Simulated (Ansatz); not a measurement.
Seebeck coefficient (μV/K, mean over directions) of n-type AlP (F-43m) against carrier density, PBE with spin-orbit coupling, rigid bands in Ansatz (a first-principles code). Computed gap 1.57 eV; densities at which minority carriers matter at this gap, or further valleys turn the trend, are left out. Conductivity mass 0.34 mₑ (harmonic mean over directions), N_c = 1.8e19 cm⁻³ at 300 K.

```csv
electron density,300 K,500 K
1e16 cm⁻³,-857,-925
1e17 cm⁻³,-658,…
1e18 cm⁻³,-460,…
3e18 cm⁻³,-367,-434
1e19 cm⁻³,-266,-332
3e19 cm⁻³,-180,…
1e20 cm⁻³,-101,-151
3e20 cm⁻³,-54,-88
1e21 cm⁻³,-29,-48
```

Task: What belongs in the gaps?

Result: 
- 1e17 cm⁻³, 500 K: -726
- 1e18 cm⁻³, 500 K: -528
- 3e19 cm⁻³, 500 K: -241

Rigid bands with a gap fixed in temperature, one relaxation time for all states, no polarons or phonon drag, and whether or not such doping can be reached. Geometry: cell and atoms relaxed with PBEsol.
